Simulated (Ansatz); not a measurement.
The parent structure is LaRu2 in the cubic Laves (MgCu2 type) structure (space group Fd-3m, No. 227).

```yaml
crystal:
  lattice:
    - [0.00000, 3.80030, 3.80030]
    - [3.80030, 0.00000, 3.80030]
    - [3.80030, 3.80030, 0.00000]
  atoms:
    - { symbol: La, position: [0.25000, 0.25000, 0.25000] }
    - { symbol: La, position: [0.00000, 0.00000, 0.00000] }
    - { symbol: Ru, position: [0.62500, 0.62500, 0.12500] }
    - { symbol: Ru, position: [0.62500, 0.12500, 0.62500] }
    - { symbol: Ru, position: [0.62500, 0.62500, 0.62500] }
    - { symbol: Ru, position: [0.12500, 0.62500, 0.62500] }
```

Computed with Kohn–Sham DFT with the PBEsol functional, run in Ansatz (a first-principles code) with PAW and 420 eV plane waves, no spin-orbit coupling.

Before the change:

Volume per atom: 18.29 Å³
Band gap: zero

Perturbation: cell and atoms relaxed at a pressure of 0.7 GPa.

**Question.** Predict the new volume per atom and band gap.

**Answer.** The volume per atom drops by 0.079 Å³, from 18.29 Å³ to 18.22 Å³; the band gap stays zero.

Load acts through the strain it causes; cell and atoms are relaxed under it. No phonon test of stability was made. All final runs are without spin polarisation.
